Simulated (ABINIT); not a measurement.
Equation of state of zinc-blende BP (space group 216): energy against volume (ABINIT, PBE)

```
BP
1.0
    0.00000     2.22964     2.22964
    2.22964     0.00000     2.22964
    2.22964     2.22964     0.00000
B P
1 1
Cartesian
  0.00000   0.00000   0.00000
  3.34446   3.34446   3.34446
```

Computed with PBE, norm-conserving pseudopotentials (PseudoDojo nc-sr-05 PBE standard) (plane waves; ABINIT). Settings: pseudos = [B.upf, P.upf]; ecut = 49 Ha; occopt = 3; tsmear = 0.01 eV; ngkpt = 12 12 12; nshiftk = 1; shiftk = 0 0 0; potentials = PseudoDojo nc-sr-05 PBE standard; nband = 9; kptopt = 1; nstep = 60; tolvrs = 1e-11. The cell above is the first row's. The rows scale it uniformly. In all rows fractional positions and the k mesh are held. E is the free energy at the stated smearing, counted from the lowest row.

```csv
V (Å^3/atom),E (meV/atom)
11.084,?
11.325,8.24
11.566,1.43
11.807,0.00
12.048,3.43
12.289,11.28
12.530,23.12
12.771,38.58
13.012,57.32
```

Fit E of the 8 rows that show it with the third-order Birch-Murnaghan form, a cubic in V^(-2/3). With u = V^(-2/3) - 0.189, the rows have u = 0.009293, 0.006529, 0.003859, 0.001279, -0.001217, -0.003633, -0.005972, -0.008239. Least squares gives E = 6.897 - 3165.14·u + 357479·u² - 143056·u³. Residuals (row less fit): 0.000, -0.001, 0.002, -0.003, 0.001, -0.001, 0.001, -0.001; standard error 0.002 (degrees of freedom: 4). Its minimum lies at u = 0.004439, so V0 = (0.193439)^(-3/2) = 11.75. There d²E/du² = 711100 and d³E/du³ = -858300, so B0 = (4/9) × 11.75^(-7/3) × 711100 × 0.160218 = 161 GPa (the last factor turns the table's units into GPa), and B0' = 4 + (2/3) × 0.193439 × (-858300)/711100 = 3.8. The program's pressures in the fitted runs (not shown) pass through zero at V = 11.75, 0.00 % from this V0.

Q: Estimate the missing E (V = 11.084); what did the run itself give?

A: u = 0.012157, so E = 6.897 - 3165.14 × 0.012157 + 357479 × 0.012157² - 143056 × 0.012157³ = 20.994 meV/atom. The calculation gives 20.97 meV/atom, 0.024 meV/atom below the prediction (under 0.05 % of the range of E in the table). The row lies outside the fitted rows, so this is an extrapolation. From the scatter of the fitted rows alone, a prediction at this place has a standard error of 0.006 meV/atom, so the miss is 3.7 times that.

Carrying the step between the two nearest rows on in a straight line would have given 15.05, off by 5.92; series whose last step already gives the withheld value aren't shown. The scan was laid around a cell of about the measured size, scaled by a guess for this functional. The runs keep the symmetry of the cell, so they don't test it for distortions. Cutoffs and mesh are single choices, not tested for convergence of this quantity. Series with a scatter that would blur these digits, or in which a gap closes, are not shown. Nor are scans whose minimum lies at an end fitted in this form.

Terms beyond the fitted order, or numerical noise in single rows, can give a miss of this size; the table doesn't tell which.
